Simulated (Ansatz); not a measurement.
Abridged Ansatz (a quantum-chemistry and plane-wave program) output:

```
Relaxation: its limit of steps is 50 (relax.max_steps)
Pseudopotential: Sn, paw, valence charge 14
Pseudopotential: O, paw, valence charge 6
Crystal: 4 atoms, lattice volume = 64.685 Å³
Basis set: ecut = 420 eV, 1239 PW (Γ), exchange–correlation on 54×54×64 points (8 copies of the dense FFT grid, shifted against one another)
Bands: 24, of which v1, the nominal top of the filled ones, is band 20 counted from 1 (19 counted from 0)
Symmetry: 8 space group operations
k-points: 448 of 2925
Functional: x = pbesol(κ = 0.804, μ = 0.12345679012345678), c = pbesol(β = 0.046)
SCF iter   1: F=—  HF=-13023.079721 eV  |F-HF|=—  |Δ(HF+E_count)|=         —  Δρ=5.38e-2  dr2=2.37e0  ethr=3.10e-3  ⟨swp⟩=5.9  Hψ=49832  notcnv=0
SCF iter   2: F=—  HF=-13022.685642 eV  |F-HF|=—  |Δ(HF+E_count)|=   3.94e-1  Δρ=2.60e-2  dr2=7.42e-1  ethr=3.10e-3  ⟨swp⟩=3.2  Hψ=25052  notcnv=0
SCF 1 converged in 12 iterations: F = -13022.489953 eV  dr2 = 2.52e-11
relax step   1: F+E_penalty+E_count = -13022.48995284 eV  Δ(F+E_penalty+E_count) = +0.000e0 eV  max|allowed force component| = 1.458e-4 eV/Å  Δτ_max = 0.0000 Å  (12 SCF iters, accepted)
SCF converged after 12 iterations
Free energy (F): -13022.489953 eV
Internal energy: -13022.479435 eV  (E = F + TS)
E sigma→0 (E₀):  -13022.484694 eV
Entropy (-TS):   -0.010518 eV (-2.629 meV/atom)
Fermi energy:    11.115518 eV
  E_disp       = -0.936653  (pairwise vdW)
--- Forces (eV/Å), atoms counted from 1 ---
  atom   1  Sn     0.00000000     0.00000000     0.00014575
  atom   2  Sn     0.00000000     0.00000000    -0.00014575
  atom   3  O      0.00000000    -0.00000000    -0.00000000
  atom   4  O      0.00000000    -0.00000000     0.00000000
--- Stress (GPa, compression-positive) ---
       -0.002757      -0.263038       0.000000
       -0.263038      -0.002757       0.000000
        0.000000       0.000000      -0.002459
  P = ⅓ Tr σ = -0.0027 GPa (-0.027 kbar)
--- Relaxed structure (1 steps of the walk, 1 accepted, 0 SCFs on fresh bases) ---
  atoms:
    - { symbol: Sn, position: [0.5, 2.168404344971009e-19, 0.25376173869999996] }
    - { symbol: Sn, position: [2.168404344971009e-19, 0.5, 0.7462382612999999] }
    - { symbol: O, position: [0.0, 0.0, 0.0] }
    - { symbol: O, position: [0.5000000000000001, 0.5000000000000001, 0.0] }
```

Q: What was computed, and what are the main results?

A: SnO, 4 atoms in the cell, with Ansatz PBEsol-D3(BJ), no SOC, earlier PAW set. The last SCF converged to F = -13022.489953 eV, or -3255.6225 eV per atom, at a pressure of 0.00 GPa. The total energy compares only with runs of the same code, potentials and settings.

The cells carry an imposed strain or load. No phonon test of stability was made. The final runs are not spin-polarised. The cell was made from SnO in the litharge type structure (space group P4/nmm, No. 129; layered, stacked along the Cartesian z axis) by this change: tensor shear ε_xy = +0.14 %.

Keys are those of Ansatz 0.2.
